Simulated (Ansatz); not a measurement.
What Ga on a Zn site, symmetric start does to ZnS

The reference is an 8-atom supercell of ZnS in the wurtzite structure (space group P6_3mc, No. 186; a = 3.782 Å, c = 6.208 Å) at its relaxed geometry.

One thing is altered: a neutral Ga on a Zn site, symmetric start, atoms relaxed at fixed cell.

All numbers come from plane-wave PAW DFT at the PBEsol level (Ansatz, a quantum-chemistry and plane-wave program, 420 eV), without spin-orbit coupling. Γ-centred 4×6×4 mesh, Fermi–Dirac width 0.01 eV.

```tsv
quantity	base	changed	shift
pressure	0.0 GPa	3.9 GPa	+3.9 GPa
largest displacement of a host atom from its site in the perfect cell	–	0.17 Å	–
mean distance from the defect site to its nearest host atoms	4.38 bohr	4.55 bohr	+0.164 bohr
```

Other magnetic orders, which the real material may have, were not ruled out. The cell is small, so the values are those of an ordered compound at a high defect concentration; dilute-limit values will differ. The mesh was chosen for an insulator and is coarse for the gapless case. The defect started on the symmetric site and kept its symmetry, so it may sit on a saddle. Seeded moments were not kept for Ga on a Zn site. The defect cell is spin-polarised and ends with 0.0 μB.
